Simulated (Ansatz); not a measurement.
The reference is AlRu in the CsCl type structure (space group Pm-3m, No. 221).

```cif
data_AlRu
_chemical_formula_sum 'Al1 Ru1'
_space_group_name_H-M_alt 'Pm-3m'
_space_group_IT_number 221
_space_group_name_Hall '-P 4 2 3'
_cell_length_a 2.97636
_cell_length_b 2.97636
_cell_length_c 2.97636
_cell_angle_alpha 90.000
_cell_angle_beta 90.000
_cell_angle_gamma 90.000
loop_
_atom_site_label
_atom_site_type_symbol
_atom_site_symmetry_multiplicity
_atom_site_Wyckoff_symbol
_atom_site_fract_x
_atom_site_fract_y
_atom_site_fract_z
_atom_site_occupancy
Al1 Al 1 b 0.50000 0.50000 0.50000 1
Ru1 Ru 1 a 0.00000 0.00000 0.00000 1
```

Calculations: Ansatz (an electronic-structure program), PBEsol, PAW, cutoff 420 eV, scalar-relativistic without spin-orbit coupling.

Base values:

The lattice parameter a is 2.976 Å.

The change: cell and atoms relaxed at a pressure of 9 GPa.

Question: Predict the new lattice parameter a.

Answer: The lattice parameter a drops by 0.037 Å (2.976 Å → 2.939 Å).

Load acts through the strain it causes; cell and atoms are relaxed under it. Stability against distortions was not tested. Competing high-pressure phases were not computed. All final runs are without spin polarisation.
